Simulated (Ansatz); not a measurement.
The parent structure is GaN in the wurtzite structure (space group P6_3mc, No. 186).

```xyz
4
Lattice="3.1833 0.0000 0.0000 -1.5916 2.7568 0.0000 0.0000 0.0000 5.1839" Properties=species:S:1:pos:R:3 pbc="T T T"
Ga     1.5916     0.9189     0.0051
Ga     0.0000     1.8379     2.5971
N      1.5916     0.9189     3.2358
N      0.0000     1.8379     0.6439
```

Cartesian axes are those of the cell as printed.

Method: r2SCAN/PAW in Ansatz (a quantum-chemistry and plane-wave program), without spin-orbit coupling, earlier PAW set.

Strains are applied to the cell and any free atomic positions relax; under biaxial strain the out-of-plane vector relaxes too; under stress the whole cell relaxes.

One change was made to it. Results:

The valence-band top at Γ (three highest levels, from the VBM) goes from 0.00, 0.00, -0.04 eV to 0.00, -0.03, -0.06 eV; the gap character remains direct at Γ; the band gap stays essentially unchanged (2.35 eV against 2.34 eV).

Q: Name the change that was made.
(A) biaxial strain −1.74 %, plane normal [001], relaxed out of plane
(B) isotropic strain −0.69 %
(C) biaxial strain +0.95 %, plane normal [001], relaxed out of plane
(D) strain tensor (xx, yy, zz, yz, xz, xy) = (+2.48, −0.35, −0.67, −0.15, +0.86, +1.12) %
(E) uniaxial stress, 1 GPa compression along x

A: E, uniaxial stress, 1 GPa compression along x. For comparison, the band gap in the other runs: strain tensor (xx, yy, zz, yz, xz, xy) = (+2.48, −0.35, −0.67, −0.15, +0.86, +1.12) % gives 2.17 eV; isotropic strain −0.69 % gives 2.50 eV; biaxial strain −1.74 %, plane normal [001], relaxed out of plane gives 2.42 eV; biaxial strain +0.95 %, plane normal [001], relaxed out of plane gives 2.25 eV.

Stability under load was not tested beyond the relaxation. k-point labels follow each cell's own Brillouin zone.
